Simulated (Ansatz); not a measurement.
A relaxation of cell and atoms of HfCd (P4/nmm, 4 atoms in the cell) with Ansatz (an electronic-structure program).

Computed with PBEsol, default PAW files made with PBE (plane waves; Ansatz).

The change in words: atoms on their sites; basis.ecutwfc: 420 eV → 250 eV; relax: default → cell and atoms. Reference geometry:
```xyz
4
Lattice="3.0320 0.0000 0.0000 0.0000 3.0320 0.0000 0.0000 0.0000 9.1166" Properties=species:S:1:pos:R:3 pbc="T T T"
Hf     0.0000     1.5160     8.0876
Hf     1.5160     0.0000     1.0790
Cd     0.0000     1.5160     3.4413
Cd     1.5160     0.0000     5.6754
```

Reference input (self-consistent single point, DFT, PBEsol, plane waves, default PAW files made with PBE): basis.ecutwfc = 420 eV; kpoints.mp_grid.grid = 9 9 3; hamiltonian.xc = pbesol; hamiltonian.pseudopotentials = {kind: paw} (the program's default PAW files); scf.occupations.method = fermi_dirac; scf.occupations.width = 0.1 eV. This run's input differs from it in these lines:

Ansatz 0.2 input:
```diff
@@ -7,3 +7,3 @@
   atoms:
-    - { symbol: Hf, position: [0.000000, 0.500000, 0.887124] }
+    - { symbol: Hf, position: [0.000000, 0.500000, 0.881640] }
     - { symbol: Hf, position: [0.500000, 0.000000, 0.118360] }
@@ -12,3 +12,3 @@
 basis:
-  ecutwfc: 420.0
+  ecutwfc: 250.0
 kpoints:
@@ -24,2 +24,4 @@
     width: 0.1
+relax:
+  cell: {}
 output:
```

The program printed (abridged):

```
   [... SCF lines of the steps left out ...]
relax step   1: F+E_penalty+E_count = -47559.58812516 eV  Δ(F+E_penalty+E_count) = +0.000e0 eV  max|allowed force component| = 1.407e-1 eV/Å  Δτ_max = 0.0000 Å  P = -1.658 GPa  Ω = 83.811 Å³  (8 SCF iters, dr2 threshold 1.00e-7 eV, accepted)
relax step   2: F+E_penalty+E_count = -47560.90795744 eV  Δ(F+E_penalty+E_count) = -1.320e0 eV  max|allowed force component| = 1.591e-1 eV/Å  Δτ_max = 0.0346 Å  P = +17.982 GPa  Ω = 80.419 Å³  energy of the carried Pulay correction = +1.493e0 eV  (7 [...]
   [... lines left out ...]
relax step  36: F+E_penalty+E_count = -47559.59533936 eV  Δ(F+E_penalty+E_count) = -3.954e-3 eV  max|allowed force component| = 3.722e-4 eV/Å  Δτ_max = 0.0000 Å  P = -0.000 GPa  Ω = 82.297 Å³  energy of the carried Pulay correction = -2.236e-3 eV  [...]
relax step  37: F+E_penalty+E_count = -47559.59870181 eV  Δ(F+E_penalty+E_count) = -3.362e-3 eV  max|allowed force component| = 3.178e-4 eV/Å  Δτ_max = 0.0000 Å  P = +0.025 GPa  Ω = 82.297 Å³  stress off target by 4.72e-2 GPa  SCF on the basis [...]
basis re-selected at this cell: Δ(F+E_penalty+E_count) = -3.362e-3 eV, ΔP = +0.025 GPa vs the last step
the relaxation is at rest under the 16 symmetry operations that the run kept from its start: a minimum is not shown …
Stability not checked: this state was not tested for a lower state beside it, because too few of the mixer's solves of this state at the end of the SCF gave a …
Free energy (F): -47559.598702 eV
Internal energy: -47559.505069 eV  (E = F + TS)
   [... lines left out ...]
Fermi energy:    18.354366 eV
  cell:  # Å, volume = 82.2968 Å³
   [... lines left out ...]
    - [7.349403902190946e-35, 3.0238223586372204, 0.0]
    - [0.0, 0.0, 9.000577360352441]
  atoms:
    - { symbol: Hf, position: [-8.694014564920926e-36, 0.5, 0.8793488580839761] }
    - { symbol: Hf, position: [0.5, 4.957623690030146e-37, 0.12065114191602375] }
    - { symbol: Cd, position: [8.399367917458719e-36, 0.5, 0.37761186469658226] }
    - { symbol: Cd, position: [0.5, -9.929785865954857e-37, 0.6223881353034181] }
```

The run converged. 

Summary of the result:
Free energy E − TS (on the zero of these files): -47559.5987 eV
Fermi level (on the code's own zero): 18.35 eV
Pressure: 0.03 GPa
Final cell: a = b = 3.0238 Å, c = 9.0006 Å, α = β = γ = 90.00°
Final volume per atom: 20.57 Å³
Relaxation steps: 37

The starting cell comes from a database of computed structures (which also holds hypothetical and non-ambient phases and stackings), without a prior relaxation at this level. Its lattice was rescaled by up to half a per cent. The relaxation keeps the symmetry of its start, so its end need not be a minimum. Ansatz's pressure includes its estimate of the finite-basis (Pulay) stress. Without the estimate this run gives -70.57 GPa. The cutoff lies below the one recommended for these files.

Cost on one core of a shared machine: roughly 2 min.
